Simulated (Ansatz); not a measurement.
Defect: La-vacancy pair (La on one host Hf site, one O site vacant) in monoclinic HfO2, charge state +1. Calculation: PBE, PAW (plane waves to 420 eV; Ansatz, a program for electronic structure).

Cell of 96 host sites held at the relaxed PBE lattice; the Γ point alone; Fermi-Dirac width 0.01 eV, spin-restricted; finite-size errors left in. No zero-point or tunnelling terms. Spin-orbit coupling is left out. The charge state is imposed; whether it is stable for some Fermi level was not computed. Forms of the defect that were not tried may lie lower. The start lies 0.066 eV above the lowest site run (PBE).

Barriers: single points on a 2×2×2 k-point mesh shifted by half a step at the bands' geometries.

Relaxed starting cell (atoms counted from 1):

```xyz
95
Lattice="10.3230 0.0000 0.0000 0.0000 10.4240 0.0000 -1.7966 0.0000 10.5531" Properties=species:S:1:pos:R:3 pbc="T T T"
La     0.7219     2.4564     3.7929
Hf    -0.0984     2.4019     9.0192
Hf     0.7712     7.6262     3.7463
Hf    -0.1208     7.5799     9.0349
Hf     5.9380     2.4165     3.7228
Hf     5.0575     2.3841     9.0032
Hf     5.8926     7.5516     3.7116
Hf     5.0650     7.5884     9.0221
Hf     3.4746     2.8176     1.5405
Hf     2.5859     2.8602     6.8521
Hf     3.4335     8.0382     1.5528
Hf     2.6273     8.0190     6.8351
Hf     8.5726     2.8314     1.4903
Hf     7.7723     2.8273     6.7909
Hf     8.6404     8.0490     1.5112
Hf     7.7650     8.0678     6.8039
Hf     3.0517     5.0180     4.1982
Hf     2.1165     4.9863     9.4699
Hf     3.0242    10.2019     4.1708
Hf     2.1456    10.1897     9.5069
Hf     8.1420     5.0453     4.1833
Hf     7.2948     4.9785     9.4458
Hf     7.9562    10.1052     4.1238
Hf     7.2939    10.2076     9.4303
Hf     1.2262     0.2201     1.0788
Hf     0.4238     0.1118     6.5609
Hf     1.2236     5.4474     1.1094
Hf     0.3512     5.4608     6.3884
Hf     6.3788     0.2268     1.0768
Hf     5.4724     0.2461     6.3839
Hf     6.3704     5.4369     1.0841
Hf     5.5313     5.4248     6.4015
O     -1.3062     0.8914     9.6974
O     -0.4240     6.1234     4.4748
O     -1.3338     6.1168     9.7567
O      4.7488     0.8886     4.4815
O      3.8373     0.8988     9.7586
O      4.7606     6.0835     4.4940
O      3.8408     6.1082     9.7417
O      4.6583     4.3200     0.7876
O      3.8506     4.2981     6.1011
O      4.6689     9.5296     0.8277
O      3.7805     9.5226     6.0818
O      9.8497     4.2801     0.7930
O      8.9654     4.3360     6.0620
O      9.8676     9.4593     0.7103
O      8.9748     9.6388     5.9266
O      4.1980     3.4687     3.4702
O      3.3308     3.4992     8.7194
O      4.1987     8.6977     3.4499
O      3.3554     8.7101     8.7315
O      9.1272     3.4946     3.3930
O      8.5031     3.4875     8.6816
O      9.4030     8.8664     3.3895
O      8.5429     8.7721     8.6358
O     -0.1142     1.5723     1.7876
O     -0.7938     1.7277     6.9601
O     -0.0024     6.9156     1.8661
O     -0.8490     6.9801     7.0999
O      5.2130     1.7284     1.8272
O      4.2784     1.7020     7.1267
O      5.1483     6.9041     1.8437
O      4.3168     6.9180     7.1233
O      1.5457     4.0096     5.2969
O      0.5178     3.8635    10.4346
O      1.3838     9.1258     5.1783
O      0.5369     9.0657    10.4497
O      6.6107     3.8750     5.1671
O      5.6964     3.8770    10.4114
O      6.5484     9.0585     5.1365
O      5.6997     9.0856    10.4268
O      2.8060     1.3463     0.1176
O      1.8479     1.2310     5.5157
O      2.8042     6.5410     0.1368
O      1.9313     6.6127     5.4009
O      7.9597     1.3337     0.0799
O      7.1173     1.3231     5.3571
O      7.9866     6.5484     0.1135
O      7.0840     6.5781     5.4033
O      2.4498     1.1948     2.6926
O      1.4727     1.2452     8.1035
O      2.3503     6.5176     2.7861
O      1.4662     6.4803     8.0514
O      7.5314     1.2199     2.7541
O      6.6448     1.2812     8.0025
O      7.5145     6.4897     2.7494
O      6.6779     6.4987     8.0314
O      1.9561     4.0274     2.5007
O      0.9829     3.9484     7.8269
O      1.8487     9.1497     2.5300
O      1.0281     9.1243     7.8652
O      6.9149     3.9457     2.4674
O      6.1717     3.9501     7.8009
O      6.9879     9.1178     2.5047
O      6.1719     9.1689     7.7751
```
Cell charge +1.

End state 1 differs by these moves (Å; atoms that move under 0.08 Å are left out):

```json
[
 {"atom": "2", "element": "Hf", "Δx": "0.01", "Δy": "0.07", "Δz": "0.13"},
 {"atom": "7", "element": "Hf", "Δx": "0.05", "Δy": "0.08", "Δz": "0.01"},
 {"atom": "14", "element": "Hf", "Δx": "-0.22", "Δy": "0.08", "Δz": "-0.05"},
 {"atom": "16", "element": "Hf", "Δx": "-0.04", "Δy": "-0.05", "Δz": "0.05"},
 {"atom": "23", "element": "Hf", "Δx": "0.20", "Δy": "0.12", "Δz": "0.14"},
 {"atom": "26", "element": "Hf", "Δx": "0.02", "Δy": "-0.07", "Δz": "-0.23"},
 {"atom": "32", "element": "Hf", "Δx": "-0.06", "Δy": "0.06", "Δz": "-0.03"},
 {"atom": "44", "element": "O", "Δx": "0.05", "Δy": "-0.06", "Δz": "-0.11"},
 {"atom": "45", "element": "O", "Δx": "0.04", "Δy": "-0.19", "Δz": "-0.07"},
 {"atom": "47", "element": "O", "Δx": "-0.02", "Δy": "-0.17", "Δz": "0.24"},
 {"atom": "52", "element": "O", "Δx": "0.13", "Δy": "0.22", "Δz": "-0.19"},
 {"atom": "53", "element": "O", "Δx": "0.01", "Δy": "-0.08", "Δz": "-0.13"},
 {"atom": "55", "element": "O", "Δx": "-0.07", "Δy": "-0.11", "Δz": "0.11"},
 {"atom": "56", "element": "O", "Δx": "0.03", "Δy": "0.04", "Δz": "-0.09"},
 {"atom": "57", "element": "O", "Δx": "0.09", "Δy": "-0.64", "Δz": "-1.95"},
 {"atom": "59", "element": "O", "Δx": "-0.06", "Δy": "-0.12", "Δz": "0.06"},
 {"atom": "70", "element": "O", "Δx": "0.06", "Δy": "0.06", "Δz": "0.03"},
 {"atom": "73", "element": "O", "Δx": "0.17", "Δy": "0.01", "Δz": "-0.02"},
 {"atom": "77", "element": "O", "Δx": "-0.12", "Δy": "0.06", "Δz": "0.07"},
 {"atom": "81", "element": "O", "Δx": "-0.35", "Δy": "0.02", "Δz": "-0.15"}
]
```

Q: Predict the forward and backward barriers to end state 1 from PBE, PAW.

A: forward 0.52 eV, backward 0.10 eV; at the saddle point atom 57 has neighbours Hf at 2.05, Hf at 2.47, Hf at 2.52; La at 2.45; O at 2.51, O at 2.55 Å. The saddle point's order was not checked.

End state 2 differs by these moves (Å; atoms that move under 0.08 Å are left out):

| atom | element | Δx | Δy | Δz |
|---|---|---|---|---|
| 1 | La | -0.03 | -0.07 | 0.04 |
| 16 | Hf | -0.16 | -0.18 | 0.12 |
| 23 | Hf | 0.14 | 0.15 | -0.08 |
| 26 | Hf | 0.14 | 0.16 | -0.07 |
| 43 | O | 0.08 | -0.04 | -0.02 |
| 47 | O | 0.79 | 1.30 | -1.11 |
| 52 | O | 0.04 | 0.05 | -0.06 |
| 54 | O | -0.06 | -0.17 | 0.06 |
| 55 | O | 0.04 | 0.12 | -0.15 |
| 57 | O | -0.03 | -0.07 | 0.18 |
| 59 | O | -0.01 | 0.07 | -0.08 |
| 66 | O | 0.08 | -0.03 | 0.01 |
| 70 | O | 0.36 | 0.04 | 0.14 |
| 73 | O | 0.20 | 0.05 | 0.04 |
| 81 | O | 0.06 | 0.07 | 0.00 |
| 95 | O | -0.06 | -0.02 | 0.05 |

Q: Predict the forward and backward barriers to end state 2 from PBE, PAW.

A: forward 0.48 eV, backward 0.55 eV; at the saddle point atom 47 has neighbours 2 Hf at 1.94 Å. The saddle point's order was not checked.

End state 3 differs by these moves (Å; atoms that move under 0.08 Å are left out):

| atom | element | Δx | Δy | Δz |
|---|---|---|---|---|
| 3 | Hf | 0.24 | -0.11 | 0.04 |
| 7 | Hf | 0.06 | 0.05 | 0.04 |
| 15 | Hf | -0.04 | -0.11 | -0.12 |
| 16 | Hf | -0.05 | -0.05 | 0.05 |
| 23 | Hf | 0.08 | 0.23 | 0.16 |
| 26 | Hf | -0.09 | 0.01 | -0.20 |
| 34 | O | 0.00 | 0.13 | 0.05 |
| 44 | O | -0.02 | 0.09 | 0.00 |
| 46 | O | -0.05 | 0.03 | 0.13 |
| 47 | O | -0.06 | -0.22 | 0.10 |
| 52 | O | 0.05 | 0.12 | -0.08 |
| 54 | O | 0.54 | 1.96 | 0.92 |
| 55 | O | -0.06 | -0.07 | 0.10 |
| 56 | O | 0.07 | 0.14 | -0.15 |
| 58 | O | 0.01 | 0.10 | 0.11 |
| 59 | O | -0.05 | -0.09 | 0.08 |
| 62 | O | 0.08 | 0.07 | -0.01 |
| 66 | O | 0.09 | -0.11 | 0.00 |
| 73 | O | 0.12 | 0.00 | -0.01 |
| 75 | O | 0.06 | -0.07 | 0.01 |
| 82 | O | 0.10 | -0.02 | 0.01 |
| 84 | O | -0.03 | 0.08 | -0.01 |
| 91 | O | -0.05 | 0.02 | -0.06 |
| 94 | O | 0.40 | 0.01 | 0.13 |

Q: What forward and backward barriers to end state 3 does PBE, PAW give?

A: forward 0.96 eV, backward 0.60 eV; at the saddle point atom 54 has neighbours Hf at 1.94 Å. The saddle point's order was not checked.

End state 4 differs by these moves (Å; atoms that move under 0.08 Å are left out):

```json
[
 {"atom": "1", "element": "La", "Δx": "-0.02", "Δy": "0.07", "Δz": "0.03"},
 {"atom": "7", "element": "Hf", "Δx": "0.05", "Δy": "0.08", "Δz": "0.06"},
 {"atom": "13", "element": "Hf", "Δx": "-0.28", "Δy": "0.15", "Δz": "-0.01"},
 {"atom": "20", "element": "Hf", "Δx": "0.03", "Δy": "0.03", "Δz": "-0.09"},
 {"atom": "23", "element": "Hf", "Δx": "0.21", "Δy": "0.07", "Δz": "0.09"},
 {"atom": "24", "element": "Hf", "Δx": "0.00", "Δy": "0.04", "Δz": "0.08"},
 {"atom": "25", "element": "Hf", "Δx": "0.17", "Δy": "-0.17", "Δz": "-0.09"},
 {"atom": "26", "element": "Hf", "Δx": "-0.09", "Δy": "0.06", "Δz": "-0.17"},
 {"atom": "31", "element": "Hf", "Δx": "-0.05", "Δy": "0.09", "Δz": "-0.01"},
 {"atom": "33", "element": "O", "Δx": "-0.07", "Δy": "0.15", "Δz": "0.26"},
 {"atom": "44", "element": "O", "Δx": "-0.01", "Δy": "-0.12", "Δz": "-0.02"},
 {"atom": "45", "element": "O", "Δx": "0.06", "Δy": "-0.11", "Δz": "-0.07"},
 {"atom": "46", "element": "O", "Δx": "-0.04", "Δy": "0.21", "Δz": "0.23"},
 {"atom": "47", "element": "O", "Δx": "-0.06", "Δy": "-0.15", "Δz": "0.20"},
 {"atom": "52", "element": "O", "Δx": "0.00", "Δy": "0.07", "Δz": "-0.15"},
 {"atom": "54", "element": "O", "Δx": "-0.07", "Δy": "-0.23", "Δz": "0.10"},
 {"atom": "55", "element": "O", "Δx": "-0.03", "Δy": "-0.01", "Δz": "0.16"},
 {"atom": "56", "element": "O", "Δx": "-0.34", "Δy": "-0.85", "Δz": "2.71"},
 {"atom": "57", "element": "O", "Δx": "-0.09", "Δy": "-0.08", "Δz": "0.19"},
 {"atom": "59", "element": "O", "Δx": "-0.05", "Δy": "-0.09", "Δz": "0.06"},
 {"atom": "69", "element": "O", "Δx": "-0.08", "Δy": "0.07", "Δz": "-0.02"},
 {"atom": "72", "element": "O", "Δx": "0.07", "Δy": "-0.01", "Δz": "-0.06"},
 {"atom": "73", "element": "O", "Δx": "0.14", "Δy": "0.05", "Δz": "-0.03"},
 {"atom": "76", "element": "O", "Δx": "0.00", "Δy": "0.07", "Δz": "0.06"},
 {"atom": "80", "element": "O", "Δx": "-0.21", "Δy": "0.00", "Δz": "-0.13"},
 {"atom": "84", "element": "O", "Δx": "0.01", "Δy": "0.08", "Δz": "-0.01"},
 {"atom": "92", "element": "O", "Δx": "-0.10", "Δy": "0.06", "Δz": "-0.01"}
]
```

Q: Give the forward and backward barriers to end state 4 at the level PBE, PAW.

A: forward 0.99 eV, backward 0.85 eV; at the saddle point atom 56 has neighbours Hf at 2.00; La at 2.26 Å. The saddle point's order was not checked.

End state 5 differs by these moves (Å; atoms that move under 0.08 Å are left out):

```tsv
atom	element	Δx	Δy	Δz
3	Hf	-0.08	-0.10	-0.16
5	Hf	0.10	-0.01	-0.02
7	Hf	0.06	0.08	0.01
12	Hf	0.05	-0.01	0.14
16	Hf	-0.06	-0.04	0.04
17	Hf	0.12	-0.06	-0.08
19	Hf	0.13	0.12	-0.05
23	Hf	0.22	0.06	0.08
26	Hf	-0.18	0.18	-0.07
34	O	0.05	-0.16	-0.09
38	O	-0.02	0.08	0.01
43	O	-0.15	0.00	-0.07
46	O	-0.04	0.07	0.11
47	O	-0.10	-0.09	0.26
50	O	0.05	0.06	-0.04
52	O	-0.06	-0.07	0.03
54	O	-0.10	-0.27	0.09
55	O	-0.10	-0.11	0.13
56	O	0.09	0.13	-0.11
57	O	-0.06	0.08	0.11
58	O	0.01	-0.02	-0.10
64	O	0.07	0.15	-0.02
66	O	-1.69	1.83	-0.67
73	O	0.12	-0.02	0.00
75	O	-0.27	0.55	0.00
88	O	0.09	0.00	-0.06
90	O	-0.04	0.01	0.16
91	O	-0.02	0.05	-0.12
```

Q: Give the forward and backward barriers to end state 5 at the level PBE, PAW.

A: forward 1.49 eV, backward 0.61 eV; at the saddle point atom 66 has neighbours Hf at 2.03, Hf at 2.58; La at 2.56; O at 2.44, O at 2.60, O at 2.61 Å. The saddle point's order was not checked.
